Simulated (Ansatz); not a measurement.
Results of r²SCAN in Ansatz (plane waves, PAW) for SnGeO4 (model structure, started from the ZrSiO4 type, I4₁/amd, No. 141, 12 atoms in the cell).

Settings: plane-wave cutoff 560 eV, 8×8×8 k mesh, Fermi–Dirac smearing 0.01 eV, scalar-relativistic PAW data made under PBE.

Cell (relaxed with PBEsol):

```cif
data_Ge2O8Sn2
_chemical_formula_sum 'Sn2 Ge2 O8'
_space_group_name_H-M_alt 'P 1'
_space_group_IT_number 1
_cell_length_a 5.63958
_cell_length_b 5.63958
_cell_length_c 5.63958
_cell_angle_alpha 108.649
_cell_angle_beta 108.649
_cell_angle_gamma 111.129
loop_
_space_group_symop_operation_xyz
  'x, y, z'
loop_
_atom_site_label
_atom_site_type_symbol
_atom_site_fract_x
_atom_site_fract_y
_atom_site_fract_z
_atom_site_occupancy
Sn1 Sn 0.00000 0.00000 0.00000 1
Sn2 Sn 0.75000 0.25000 0.50000 1
Ge1 Ge 0.50000 0.50000 0.00000 1
Ge2 Ge 0.25000 0.75000 0.50000 1
O1 O 0.11639 0.30477 0.81162 1
O2 O 0.05477 0.74315 0.68838 1
O3 O 0.49315 0.30477 0.18838 1
O4 O 0.05477 0.36639 0.31162 1
O5 O 0.63361 0.94523 0.68838 1
O6 O 0.69523 0.88361 0.18838 1
O7 O 0.25685 0.94523 0.31162 1
O8 O 0.69523 0.50685 0.81162 1
```

Q: Estimate the band gap that the calculation returns.

A: 
band gap: 2.01 eV

Note: the relaxation could raise the start's symmetry but not lower it, so the cell can be a saddle point; cell and atoms aren't relaxed at this level (largest force component 0.23 eV/Å, pressure -2.0 GPa).

Spin–orbit coupling is not included.

Static lattice: no zero-point or thermal effects.

Cost on a shared machine: roughly 110 core-seconds.

A model structure was made by putting elements into a prototype or built by hand; it is no filed structure, need not be a known phase, and can be a saddle point held by its symmetry.

Ansatz is an electronic-structure program.
